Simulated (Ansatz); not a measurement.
Sr2Ta2O7 (Cmc2₁, No. 36, 22 atoms in the cell; start mp-13664), treated with HSE06 (plane waves, PAW; Ansatz, a program for electronic structure).

Run with plane-wave cutoff 460 eV, 6×6×4 k mesh (along the axes of the cell as run), Fermi–Dirac smearing 0.01 eV, scalar-relativistic PAW data made under PBE.

Cell (relaxed with PBEsol):

```
CELL_PARAMETERS angstrom
      1.97381   -13.61728     0.00000
      1.97381    13.61728     0.00000
      0.00000     0.00000     5.67602
ATOMIC_POSITIONS crystal
  Sr 0.44637 0.55363 0.23574
  Sr 0.55363 0.44637 0.73574
  Sr 0.28556 0.71444 0.75110
  Sr 0.71444 0.28556 0.25110
  Ta 0.94522 0.05478 0.73917
  Ta 0.05478 0.94522 0.23917
  Ta 0.84041 0.15959 0.24366
  Ta 0.15959 0.84041 0.74366
  O  0.20807 0.79193 0.51035
  O  0.79193 0.20807 0.01035
  O  0.10155 0.89845 0.48659
  O  0.89845 0.10155 0.98659
  O  0.64913 0.35087 0.73915
  O  0.35087 0.64913 0.23915
  O  0.54673 0.45327 0.23709
  O  0.45327 0.54673 0.73709
  O  0.00244 0.99756 0.49918
  O  0.99756 0.00244 0.99918
  O  0.90307 0.09693 0.46889
  O  0.09693 0.90307 0.96889
  O  0.79499 0.20501 0.48938
  O  0.20501 0.79499 0.98938
```

Task: What does this level give for the band gap?

Result: 
* **band gap**: 4.42 eV (on the SCF k mesh)

Note: cell and atoms aren't relaxed at this level (pressure 0.5 GPa).

Spin–orbit coupling is not included.

Computed values are for the static lattice.

Cost on a shared machine: around 100 core-minutes (rough).

A start named mp-… is a Materials Project structure, which need not be a measured phase.
